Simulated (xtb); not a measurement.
xtb 6.7.1, GFN2-xTB: O=C1[CH]CCC1, charge 0, multiplicity 2, 13 atoms. The geometry is a generated start, not checked to be a minimum at this level.

- run flags = --grad
- method = GFN2-xTB
- --acc = 1 (default)
- --etemp (K) = 300 (default)
- basis functions = 31
- valence electrons = 33

```xyz
13

O     -2.2611    -0.9382     0.9449
C     -1.1780    -0.5398     0.5314
C      0.0646    -1.2191     0.6006
C      1.1575    -0.4751    -0.0345
C      0.5460     0.8587    -0.5014
C     -0.9544     0.7827    -0.1932
H      0.1937    -2.1836     1.0609
H      1.9902    -0.3304     0.6617
H      1.5746    -1.0478    -0.8705
H      1.0073     1.6912     0.0278
H      0.7194     1.0110    -1.5661
H     -1.5625     0.7861    -1.0976
H     -1.2971     1.6043     0.4358
```

Charge 0 and multiplicity 2 are set for this test and not shown to be the ground state. GFN-xTB has no spin term: --uhf 1 sets the occupations alone.

One run each on 1 thread. Values of broydamp tried: 0.02, 0.05, 0.1, 0.2, 0.4 (default), 0.6, 0.8, 1.

Task: Which value of broydamp needs the fewest SCC iterations, and what happens away from it?

Result: Fewest SCC iterations, within one of each other: 0.2 with 12, 0.4 (default) with 11. The count rises to 23 at 0.02. All converge to one solution.

| broydamp | SCC iterations | end |
|---|---|---|
| 0.02 | 23 | same solution |
| 0.05 | 17 | same solution |
| 0.1 | 14 | same solution |
| 0.2 | 12 | same solution |
| 0.4 (default) | 11 | same solution |
| 0.6 | 13 | same solution |
| 0.8 | 14 | same solution |
| 1 | 15 | same solution |
